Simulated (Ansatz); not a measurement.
# GaN with two functionals, pressure 3 GPa

The reference is GaN in the zinc blende structure (space group F-43m, No. 216; a = 4.5488 Å).

(Cell as relaxed with PBE.)

Levels (all Ansatz, a quantum-chemistry and plane-wave program, PAW, earlier PAW set): PBE (420 eV, spin-orbit coupling left out); r2SCAN (500 eV, no spin-orbit coupling).

Each level relaxes its own structure.

```json
[
 {"base": "volume per atom", "PBE": "11.77 Å³", "r2SCAN": "11.38 Å³"},
 {"base": "lattice parameter a", "PBE": "454.9 pm", "r2SCAN": "449.8 pm"},
 {"base": "band gap", "PBE": "1.54 eV", "r2SCAN": "2.17 eV"}
]
```

Now apply this change: a hydrostatic pressure of 3 GPa.

```tsv
quantity	PBE	r2SCAN
electron mass	0.15 mₑ (at Γ)	?
hole mass (degenerate bands, along [100])	0.15, 0.89, 0.89 mₑ (at Γ)	?
band gap	1.65 eV	?
lattice parameter a	452.4 pm	?
```

Task: What does r2SCAN give?

Result: 
- electron mass, r2SCAN: 0.18 mₑ (at Γ)
- hole mass (degenerate bands, along [100]), r2SCAN: 0.18, 0.85, 0.85 mₑ (at Γ)
- band gap, r2SCAN: 2.27 eV
- lattice parameter a, r2SCAN: 447.6 pm

PBE's band gap lies 0.62 eV below r2SCAN's; PBE's lattice parameter a lies 4.8 pm above r2SCAN's (1.1 %). Neither level is exact; r2SCAN is the comparison here, not a measurement.

Load acts through the strain it causes; cell and atoms are relaxed under it. Masses are band curvatures over ±0.01 Å⁻¹ around the edge. Stability against distortions was not tested. Tetrahedral semiconductors of this kind turn to denser phases somewhere between about 1 and 50 GPa; those were not computed, so compressed cells here can lie past the real transition. This is not the structure that GaN has at room temperature and ambient pressure.
